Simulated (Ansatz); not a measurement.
Gap of a bare wurtzite InAs nanowire along [0001], 12 atoms a period at several levels, all on one geometry.

Levels: PBE (plane waves to 420 eV, PAW; Ansatz, an electronic-structure program); PBE with spin-orbit coupling (Ansatz); r2SCAN (plane waves to 500 eV, PAW; Ansatz); Ansatz with HSE06. Unmarked values and the geometry are of the first. Mesh 1×1×6. No spin polarisation, so a magnetic state wasn't tested. Isolated but for its images some 11 Å away. An idealised model, cut from the bulk lattice. Symmetry and one short period hold its shape; lower forms weren't sought. Values not marked SOC lack spin–orbit coupling. HSE06 ran on a 1×1×3 mesh and at PBE's edge points.

```json
[
 {"level": "PBE", "gap (eV)": "0.83"},
 {"level": "PBE+SOC", "gap (eV)": "0.80"},
 {"level": "r2SCAN", "gap (eV)": "1.07"},
 {"level": "HSE06", "gap (eV)": "…"}
]
```

Q: Some entries are withheld; supply them.

A: 
- HSE06, gap (eV): 1.41
